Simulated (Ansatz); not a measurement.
Rock-salt NaH, treated with PBEsol-D3(BJ) (PAW; Ansatz, a quantum-chemistry and plane-wave program).

Run with plane-wave cutoff 520 eV, 12×12×12 k mesh, Fermi–Dirac smearing 0.01 eV, scalar-relativistic PAW data made under PBE.

Pressure at four volumes; x = ln(V/12.817 Å³). One pressure is withheld.

```
V (Å³/atom)        x  P (GPa)
-----------  -------  -------
12.048       -0.0619        ?
12.304       -0.0408    1.197
12.817        0.0000   -0.001
13.585        0.0582   -1.420
```

### Question
Pass a parabola P(x) through the three rows shown, estimate the bulk modulus and its pressure derivative near zero pressure, and predict the withheld pressure.

### Answer
Slopes between the rows: (-0.001 − (1.197))/(0.0000 − (-0.0408)) = -29.36 and (-1.420 − (-0.001))/(0.0582 − (0.0000)) = -24.38 GPa. Their difference over the span 0.0990 is c = 4.98/0.0990 = 50.3 GPa, so P(x) = 1.197 + (-29.36)(x − (-0.0408)) + 50.3 (x − (-0.0408))(x − (0.0000)). At the middle row B = −dP/dx = −[-29.36 + 50.3 × 0.0408] = 27.3 GPa, and B′ = dB/dP = 2c/B = 3.7. At x = -0.0619 the parabola gives 1.882 GPa; the run gives 1.889 GPa. The Birch–Murnaghan fit to the energies at all volumes has B0 = 27.2 GPa and B′ = 3.8.

Measured, for comparison: bulk modulus 19.4 ± 2 GPa (room temperature, no zero-point or thermal correction; as tabulated in High-pressure studies of NaH to 54 GPa). Computed (rounded) less measured: bulk modulus +40 % (against room or unstated temperature, where such soft solids are markedly softer).
